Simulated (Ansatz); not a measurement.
# Effect of uniaxial strain ε_yy = +0.73 % on ZnO

Consider ZnO in the wurtzite structure (space group P6_3mc, No. 186; a = 3.235 Å, c = 5.211 Å). Axes: x lies along a and z along c of the hexagonal cell.

Modification: the cell is stretched by 0.73 % along y with no lateral relaxation; the atoms relax in the strained cell.

Method: Ansatz (a quantum-chemistry and plane-wave program) r2SCAN, spin-orbit coupling left out. Settings: 12×12×7 k-points, 0.05 eV Fermi–Dirac smearing.

The volume per atom rises by 0.09 Å³, from 11.81 Å³ to 11.90 Å³ and the energy increases by 0.4 meV/atom. The pressure (mean of the normal stresses, compression positive) goes from zero to -1.08 GPa and the band gap decreases by 0.02 eV, from 1.24 eV to 1.22 eV. The gap character stays direct at Γ and the electron mass stays 0.19 mₑ (at Γ). The valence-band top at Γ (three highest levels, from the VBM) becomes 0.00, -0.02, -0.10 eV (base: 0.00, 0.00, -0.10 eV) and the stress (xx, yy, zz, yz, xz, xy; compression positive) amounts to (-0.92, -1.52, -0.81, 0.00, 0.00, 0.00) GPa.

Cost of the whole job for the changed cell (relaxation, final SCF and bands): roughly 4 core-minutes.

Effective masses come from finite differences of ±0.01 Å⁻¹. Whether these cells are dynamically stable was not tested. Labels are those of the standard path for the cell's own space group.
